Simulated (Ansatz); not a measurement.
System: TiPbO4 (model structure, started from the HfGeO4 type, I4₁/a, No. 88, 12 atoms in the cell). Method: HSE06 in Ansatz (PAW).

Run with plane-wave cutoff 460 eV, 6×6×6 k mesh, Fermi–Dirac smearing 0.01 eV, no spin polarisation, scalar-relativistic PAW data made under PBE.

Cell (relaxed with PBEsol):

```cif
data_O16Pb4Ti4
_chemical_formula_sum 'Pb4 Ti4 O16'
_space_group_name_H-M_alt 'I41/a :1'
_space_group_IT_number 88
_space_group_name_Hall 'I 4bw -1bw'
_cell_length_a 5.03113
_cell_length_b 5.03113
_cell_length_c 10.89837
_cell_angle_alpha 90.000
_cell_angle_beta 90.000
_cell_angle_gamma 90.000
loop_
_space_group_symop_operation_xyz
  'x, y, z'
  '-y, x+1/2, z+1/4'
  '-x+1/2, -y+1/2, z+1/2'
  'y+1/2, -x, z+3/4'
  '-x, -y+1/2, -z+1/4'
  'y, -x, -z'
  'x+1/2, y, -z+3/4'
  '-y+1/2, x+1/2, -z+1/2'
  'x+1/2, y+1/2, z+1/2'
  '-y+1/2, x, z+3/4'
  '-x, -y, z'
  'y, -x+1/2, z+1/4'
  '-x+1/2, -y, -z+3/4'
  'y+1/2, -x+1/2, -z+1/2'
  'x, y+1/2, -z+1/4'
  '-y, x, -z'
loop_
_atom_site_label
_atom_site_type_symbol
_atom_site_symmetry_multiplicity
_atom_site_Wyckoff_symbol
_atom_site_fract_x
_atom_site_fract_y
_atom_site_fract_z
_atom_site_occupancy
Pb1 Pb 4 b 0.00000 0.00000 0.50000 1
Ti1 Ti 4 a 0.00000 0.00000 0.00000 1
O1 O 16 f 0.25284 0.30627 0.16466 1
```
(The calculation used a cell of 12 atoms; values per cell refer to that cell.)

Question: Give the computed band gap and smallest direct gap on the k points sampled.

Answer: 
band gap: 2.68 eV
smallest direct gap on the k points sampled: 2.81 eV

Note: the relaxation could raise the start's symmetry but not lower it, so the cell can be a saddle point; cell and atoms aren't relaxed at this level (largest force component 0.22 eV/Å, pressure -3.1 GPa).

Spin–orbit coupling is not included; with these elements it can move the gap by several tenths of an eV or more.

Static lattice: no zero-point or thermal effects.

It cost around 14 core-minutes (rough) of CPU time.

A model structure was made by putting elements into a prototype or built by hand; it is no filed structure, need not be a known phase, and can be a saddle point held by its symmetry.

Ansatz is a program for electronic structure.
